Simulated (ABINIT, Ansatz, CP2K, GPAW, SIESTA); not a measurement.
## Code comparison for CoSi2 (Fm-3m, 3 atoms in the cell)

Self-consistent single point.

```yaml
crystal:
  lattice:
    - [0.00000, 2.70264, 2.70264]
    - [2.70264, 0.00000, 2.70264]
    - [2.70264, 2.70264, 0.00000]
  atoms:
    - { symbol: Co, position: [0.00000, 0.00000, 0.00000] }
    - { symbol: Si, position: [0.75000, 0.75000, 0.75000] }
    - { symbol: Si, position: [0.25000, 0.25000, 0.25000] }
```

Shared settings, as Ansatz (a first-principles code) writes them: kpoints.mp_grid.grid = 9 9 9; scf.occupations.method = fermi_dirac; scf.occupations.width = 0.136 eV. Potentials and cutoffs stand in the table.

| code | model | pressure (GPa) | cutoff |
|---|---|---|---|
| CP2K | LDA (Pade form), GPW, DZVP-MOLOPT-SR-GTH basis, GTH-PADE potentials (GTH_POTENTIALS) | -12.18 | grid 600 Ry |
| ABINIT | LDA (PW92), norm-conserving pseudopotentials (PseudoDojo nc-sr-04 LDA standard) | -12.78 | 96 Ry |
| Ansatz | LDA (PW92), PAW files made with PBE | -12.49 | 420 eV |
| SIESTA | LDA PW92, numerical atomic orbitals DZP, PseudoDojo LDA standard norm-conserving potentials (rewritten from UPF to PSML) | -13.22 | grid 400 Ry |
| GPAW | LDA (Perdew-Wang 92), GPAW PAW datasets LDA (gpaw-data 1.0.1) | -11.53 | 800 eV |

On Ansatz's run: spin polarisation is off.

The spread over the programs that give each value: pressure within 1.69 GPa.

CP2K and SIESTA use small atom-centred bases, whose incompleteness enters pressures, forces and empty levels differently from a plane-wave cutoff. Ansatz's pressure is given at a fixed set of plane waves, as the other plane-wave codes print theirs; with its correction for the finite basis it is -12.45 GPa.

The starting cell comes from a database of computed structures (which also holds hypothetical and non-ambient phases and stackings), without a prior relaxation at this level. Its lattice was rescaled by a random factor within 2.5 % of one.

Left out of this page: Elk and FLEUR (not drawn, or without a comparable value).

Keys are those of Ansatz 0.2.
